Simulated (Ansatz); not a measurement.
**What uniaxial strain ε_zz = +0.50 % does to K2S**

The parent structure is K₂S in the anti-fluorite structure (space group Fm-3m, No. 225; a = 7.336 Å). Axes: x, y, z lie along the cube axes.

Perturbation: the cell is stretched by 0.50 % along z with no lateral relaxation, atoms relaxed at fixed cell.

Method: PBEsol (Ansatz, a first-principles code), spin-orbit coupling left out. Γ-centred 8×8×8 mesh, Fermi–Dirac width 0.05 eV.

- Volume per atom = 33.06 Å³ (base 32.90 Å³)
- Space group = I4/mmm (No. 139) (base Fm-3m (No. 225))
- Shortest interatomic distance = 3.182 Å (base 3.177 Å)
- Energy relative to the base (free energy F) = +0.1 meV/atom
- Band gap = 2.33 eV (base 2.35 eV)
- Gap character = indirect, M → Γ
- Smallest direct gap = 2.56 eV (base 2.58 eV)
- Electron mass = 0.35 mₑ (at Γ) (base 0.35 mₑ (at Γ))
- Valley order (the lowest conduction-band minima on the path, energy above the VBM, named in the base's zone) = Γ 2.33 eV; X along [001] 3.41 eV; X along [100] 3.42 eV (base Γ 2.35 eV; X along ⟨100⟩ 3.42 eV)
- Stress (xx, yy, zz, yz, xz, xy; compression positive) = (-0.05, -0.05, -0.17, 0.00, 0.00, 0.00) GPa

Masses are band curvatures over ±0.01 Å⁻¹ around the edge. Stability against distortions was not tested. Labels are those of the standard path for the cell's own space group.
